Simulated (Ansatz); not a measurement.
Amorphous Si30N36C3, 69 atoms at 2.98 g/cm³, one PBE-relaxed geometry, zone centre. Methods: PBE, scalar-relativistic without spin-orbit coupling (Ansatz, a program for electronic structure); r2SCAN, scalar-relativistic without spin-orbit coupling (Ansatz); HSE06, scalar-relativistic without spin-orbit coupling (Ansatz). Plane waves to 420 eV (r2SCAN 500 eV); exact exchange is cut at the cell's faces. At PBE the levels at the filled edge of the gap are localised (band-tail or defect states), and the nearest spread-out levels lie 2.0 eV apart at the zone centre. The higher rungs were started with moments on some atoms, which died out.

Preparation: random packing, a CHGNet melt and quench, and a DFT relaxation. N atoms were pushed apart under 1.9 Å during the dynamics, to hinder bonds among them. The hot cell started wider than the set density and was brought back towards it in steps. It is the lowest in DFT energy of 2 quenches. It is a model cell: composition and starting density were chosen by hand, and all elements were melted together. No dispersion term was used. Its density started from a set value of 2.98 and ended at 2.98 g/cm³. Cooling (nominally 380 K/ps over its main leg) ran many orders faster than in experiment, which tends to leave more defects and strain. Values belong to this one cell and scatter from quench to quench. The volume was held where the preparation left it and the shape relaxed, at a PBE pressure of 3.3 GPa. Stress components on the final sampling reach 3.4 GPa. On a 2×2×2 Γ-centred mesh force components of up to 0.22 eV/Å stay, since the relaxation ran on the zone centre alone.

The relaxation ran on the zone centre alone. At PBE the level gap is 1.23 eV on a 2×2×2 Γ-centred mesh, and the spacing at the zone centre alone 1.24 eV.

Problem. What zone-centre spacing does r2SCAN give, roughly?

Solution. 1.48 eV (+0.25 eV against PBE).

Problem. What zone-centre spacing does HSE06 give, roughly?

Solution. 2.06 eV (+0.83 eV against PBE).

The highest filled and the lowest empty state spread over these numbers of atoms (participation numbers): PBE: 5.2 and 20.1; r2SCAN: 4.8 and 17.6; HSE06: 4.6 and 17.7.
